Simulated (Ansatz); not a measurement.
We consider fluorite CoSi2, described by LDA (Ansatz, a first-principles code, PAW).

Numerical settings: plane-wave cutoff 520 eV, 14×14×14 k mesh, Fermi–Dirac smearing 0.1 eV, perturbation theory, no spin polarisation, scalar-relativistic PAW data made under PBE.

Computed at the level's own relaxed cell.

```cif
data_Co4Si8
_chemical_formula_sum 'Co4 Si8'
_space_group_name_H-M_alt 'Fm-3m'
_space_group_IT_number 225
_space_group_name_Hall '-F 4 2 3'
_cell_length_a 5.27378
_cell_length_b 5.27378
_cell_length_c 5.27378
_cell_angle_alpha 90.000
_cell_angle_beta 90.000
_cell_angle_gamma 90.000
loop_
_atom_site_label
_atom_site_type_symbol
_atom_site_symmetry_multiplicity
_atom_site_Wyckoff_symbol
_atom_site_fract_x
_atom_site_fract_y
_atom_site_fract_z
_atom_site_occupancy
Co1 Co 4 a 0.00000 0.00000 0.00000 1
Si1 Si 8 c 0.25000 0.25000 0.25000 1
```
(The calculation used a cell of 3 atoms; values per cell refer to that cell.)

Harmonic phonon frequencies (cm⁻¹; i marks an imaginary mode):

```tsv
q point	frequencies
Γ	0 0 0 348 348 348 349 349 349
X	197 197 268 280 280 297 396 397 397
L	123 123 313 327 327 355 367 372 372
```

No imaginary mode appears at these points.
